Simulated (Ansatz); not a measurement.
Start from ZnO in the wurtzite structure (space group P6_3mc, No. 186).

```yaml
crystal:
  lattice:
    - [3.18693, 0.00000, 0.00000]
    - [-1.59347, 2.75997, 0.00000]
    - [0.00000, 0.00000, 5.15257]
  atoms:
    - { symbol: Zn, position: [0.33333, 0.66667, 0.00179] }
    - { symbol: Zn, position: [0.66667, 0.33333, 0.50179] }
    - { symbol: O, position: [0.33333, 0.66667, 0.38021] }
    - { symbol: O, position: [0.66667, 0.33333, 0.88021] }
```

Cartesian axes are those of the cell as printed.

Method: LDA (Ansatz, an electronic-structure program; PAW; 420 eV plane waves; no SOC).

Base values:

The band gap is 0.80 eV and the valence-band top at Γ is 0.00, 0.00, -0.11 eV. The shortest interatomic distance is 1.944 Å.

Modification: the cell is compressed by 0.60 % along z with no lateral relaxation; the atoms relax in the strained cell.

Task: What does the calculation give for the band gap, stress, valence-band top at Γ and shortest interatomic distance after the change?

Result: The band gap grows by 0.02 eV to 0.82 eV; the stress (xx, yy, zz, yz, xz, xy; compression positive) amounts to (0.75, 0.75, 1.44, 0.00, 0.00, 0.00) GPa; the valence-band top at Γ (three highest levels, from the VBM) remains 0.00, 0.00, -0.11 eV; the shortest interatomic distance falls by 0.004 Å, from 1.944 Å to 1.940 Å.

Semilocal Kohn–Sham gaps tend to fall short of experiment. Whether these cells are dynamically stable was not tested.
